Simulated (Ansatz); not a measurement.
# A constructed model of the (111) surface of fcc Au, a pseudomorphic layer of Zn in the other hollow (bottom of the slab: a bare face, its two planes held)

The numbers are results of PBE (plane waves to 420 eV, PAW; Ansatz, a program for electronic structure), not measurements.

Model: 7-atom slab, 14.1 Å thick at the start, 15x15x1 mesh, Fermi-Dirac 0.1 eV, dipole correction, 2 atoms held, the rest relaxed; held to the start's symmetry, so lower structures may exist; no spin, no spin-orbit, no U. In PBE it is, or lies within 0.01 eV a 1x1 cell of, the lowest of the 2 structures of its composition computed so far; larger cells were not tried.

```yaml
work_function_of_the_top_face: 4.50 eV
energy_released_by_relaxation: 0.033 eV
cost: roughly 2.3 core-minutes
```
